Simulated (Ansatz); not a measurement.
Start from SiO$_{2}$ in the rutile structure (space group P4_2/mnm, No. 136; a = 4.2361 Å, c = 2.6904 Å).

Computed with Ansatz (an electronic-structure program), PBE, PAW, cutoff 420 eV, spin-orbit coupling left out.

For the base:

- Valence-band top at Γ = 0.00, -0.85, -0.85 eV
- Hole mass = 1.9 mₑ along c, 1.1 mₑ across (at Γ)
- Width of the top valence band = 2.56 eV
- Electron mass = 0.36 mₑ along c, 0.45 mₑ across (at Γ)

It is then changed as follows: a hydrostatic pressure of 2.1 GPa.

Question: Predict the new valence-band top at Γ, hole mass, width of the top valence band and electron mass.

Answer: The valence-band top at Γ (three highest levels, from the VBM) goes from 0.00, -0.85, -0.85 eV to 0.00, -0.86, -0.86 eV; the hole mass remains 1.9 mₑ along c, 1.1 mₑ across (at Γ); the width of the top valence band increases by 0.025 eV (2.56 eV → 2.58 eV); the electron mass changes from 0.36 mₑ along c, 0.45 mₑ across (at Γ) to 0.37 mₑ along c, 0.46 mₑ across (at Γ).

The levels and masses belong to the bands next to the band gap. Load acts through the strain it causes; cell and atoms are relaxed under it. Effective masses come from finite differences of ±0.01 Å⁻¹. Whether these cells are dynamically stable was not tested.
